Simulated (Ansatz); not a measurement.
# Phonons of Cu₃N (Pm-3m, relaxed from the ReO3 type) at temperature

Method: the stochastic self-consistent harmonic approximation in a 2×2×2 supercell, DFT at the PBEsol level (Ansatz, an electronic-structure program). The cell was generated from a structure type, relaxed within its symmetry, and need not be the phase found at ambient conditions. At this level the gap is small or closed, and a narrow smearing was used. The cell is fixed at its relaxed static size. Melting and transitions to other phases are not modelled. No magnetic order is allowed for. Frequencies in cm⁻¹ at q = (0.50, 0.50, 0.50) (fractions of the primitive reciprocal vectors), each column in ascending order, rows equal in every column written once; i marks an imaginary mode. The auxiliary (Gaussian) frequencies are positive by construction; the free-energy Hessian decides stability.

| harmonic | Gaussian 300 K | Hessian 300 K | Gaussian 800 K | Hessian 800 K |
|---|---|---|---|---|
| 67 | 63 | 62 | 58 | 56 |
| 143 | 146 | 141 | 152 | 141 |
| 283 | 282 | 275 | 277 | 261 |
| 359 | 363 | 359 | 364 | 354 |
| 609 | 604 | 593 | 595 | 569 |

| Quantity | Result |
|---|---|
| pressure at 300 K in this cell | 1.01 ± 0.01 GPa |
| pressure at 800 K in this cell | 1.89 ± 0.07 GPa |
| pressure near 300 K by path-integral sampling of the fitted surface | 0.97 GPa |
| pressure near 800 K by path-integral sampling of the fitted surface | 1.55 GPa (marked doubtful by the run) |
| static pressure | 0.04 GPa |

Over all wave vectors of the supercell the softest harmonic mode is 51 cm⁻¹ at q = (0.00, 0.00, 0.50); the softest of the Hessian is 51 cm⁻¹ at q = (0.00, 0.00, 0.50) at 300 K (error under 1; the run's verdict: stable), 52 cm⁻¹ at q = (0.00, 0.00, 0.50) at 800 K (error under 1; the run's verdict: stable).
